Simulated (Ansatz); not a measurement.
CsCl-type CoAl: LDA at its full settings (plane-wave cutoff 520 eV, 20×20×20 k mesh, Fermi–Dirac smearing 0.05 eV, no spin polarisation, scalar-relativistic PAW data made under PBE) and at cheaper ones, in a cell of 2 atoms with Γ-centred meshes.

```json
[
 {"level and setting": "LDA (Ansatz)", "equilibrium lattice constant a (Å)": "2.794", "bulk modulus (GPa)": "208"},
 {"level and setting": "LDA (Γ point alone) (Ansatz)", "equilibrium lattice constant a (Å)": "2.681", "bulk modulus (GPa)": "254"},
 {"level and setting": "LDA (2×2×2 k mesh) (Ansatz)", "equilibrium lattice constant a (Å)": "2.836", "bulk modulus (GPa)": "200"},
 {"level and setting": "LDA (4×4×4 k mesh) (Ansatz)", "equilibrium lattice constant a (Å)": "2.802", "bulk modulus (GPa)": "202"}
]
```

Largest shifts from the full settings: lattice constant a -4.04 % (LDA (Γ point alone)), against a difference of -2.34 % of the full result from the reference 2.861 Å (measured, room temperature, no zero-point or thermal correction; as tabulated in Yamada et al. (2019), arXiv:1910.09660); bulk modulus +22 % (LDA (Γ point alone)), against a difference of +28 % of the full result from the reference 162 GPa (measured, room temperature, not corrected to a static lattice; as tabulated in Yamada et al. (2019), arXiv:1910.09660).

Ansatz's density-functional and Hartree–Fock values are scalar-relativistic unless marked +SOC, with PAW data made under PBE.

Run with cheap settings on purpose, which may leave them unconverged: LDA (2×2×2 k mesh), LDA (4×4×4 k mesh), LDA (Γ point alone).

Ansatz is a quantum-chemistry and plane-wave program.
